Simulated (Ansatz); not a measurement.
**zinc-blende ZnS (1 1 1) on silicon (1 1 1) (film strained to the substrate, started from cuts of the bulks and a machine-learned relaxation; metallic at this level, with no gap by band count; slabs Si10 and S4Zn4, which can lie off the formulas)**

A periodic stack without vacuum, zinc-blende ZnS (1 1 1) on silicon (1 1 1) (film strained to the substrate, started from cuts of the bulks and a machine-learned relaxation; metallic at this level, with no gap by band count; slabs Si10 and S4Zn4, which can lie off the formulas): substrate slab Si10, film S4Zn4, surface cells [[0, -1], [1, -1]] and [[0, -1], [1, -1]], film strained by +0.5 and +0.5 %, outermost planes Si/Si and S/Zn as cut, which need not be the usual terminations and can put a slab off its formula.

The start was prepared with a machine-learned potential, and the result is one local minimum, with the in-plane cell held and forces under 0.04 eV/Å; the film can end far from its bulk form.

All values below come from PBE (plane waves to 420 eV, PAW; Ansatz, a program for electronic structure). Scalar-relativistic, without spin–orbit coupling; PBE gaps are too small against experiment. Its k-point mesh 7×7×1, Fermi–Dirac width 0.05 eV.

```
Property                                                                                                           Value
--------------------------------------------------------------------------------  --------------------------------------
interface area                                                                                                   13.0 Å²
period                                                                                                           29.29 Å
heights between the nearest atoms of the two slabs at the two interfaces                                 1.96 and 2.34 Å
Si–Zn contacts across the interfaces within 1.22 times the sum of covalent radii                          1, mean 2.34 Å
S–Si contacts across the interfaces within 1.22 times the sum of covalent radii                           1, mean 2.11 Å
two interfaces                                                                    unlike, so that offsets are their mean
spin-polarised check at this geometry                                                            falls back to no moment
slope of the mean potential energy in the substrate                                                       +5.6 MV/cm × e
```

```xyz
18
Lattice="3.8669 -0.0003 -0.0851 1.9333 3.3495 -0.0624 -1.4456 -1.0096 29.3377" Properties=species:S:1:pos:R:3 pbc="T T T"
Si     2.7289     3.1824     1.8366
Si     4.6447     2.0609     1.0196
Si     2.8046     0.9704     5.0128
Si     2.7870     3.1988     4.2129
Si     4.8088     2.1047     8.1190
Si     2.8578     0.9836     7.3800
Si     1.0209    -0.1039    11.3809
Si     4.8708     2.1246    10.4858
Si     2.9010     0.9608    14.5334
Si     0.9607    -0.1550    13.7484
S      3.6267     1.3567    16.4740
S      0.9792     2.0734    19.4977
S      1.1145    -0.1040    22.6506
S      3.1132     1.0283    25.7570
Zn     2.8301     0.9153    18.5826
Zn     1.0972     2.1249    21.7865
Zn     1.1618    -0.0926    24.9454
Zn     3.1536     1.0387    28.0197
```
